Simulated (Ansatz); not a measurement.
Results of r²SCAN (PAW; Ansatz, a quantum-chemistry and plane-wave program) for CaC2 (I4/mmm, No. 139, 3 atoms in the cell; start mp-2482).

Run with plane-wave cutoff 500 eV, 14×14×14 k mesh, Fermi–Dirac smearing 0.05 eV, scalar-relativistic PAW data made under PBE.

Cell (relaxed at this level):

```xyz
3
Lattice="-1.9334 1.9334 3.1962 1.9334 -1.9334 3.1962 1.9334 1.9334 -3.1962" Properties=species:S:1:pos:R:3 pbc="T T T"
Ca     0.0000     0.0000     0.0000
C      0.0000     0.0000     3.8222
C      0.0000     0.0000     2.5703
```

Problem. What does this level give for the band gap?

Solution. 
- band gap: 1.66 eV (on the SCF k mesh)

Note: the relaxation could not lower the start's symmetry, so the cell can be a saddle point above a distorted one.

Static lattice: no zero-point or thermal effects.

A start named mp-… is a Materials Project structure, which need not be a measured phase.
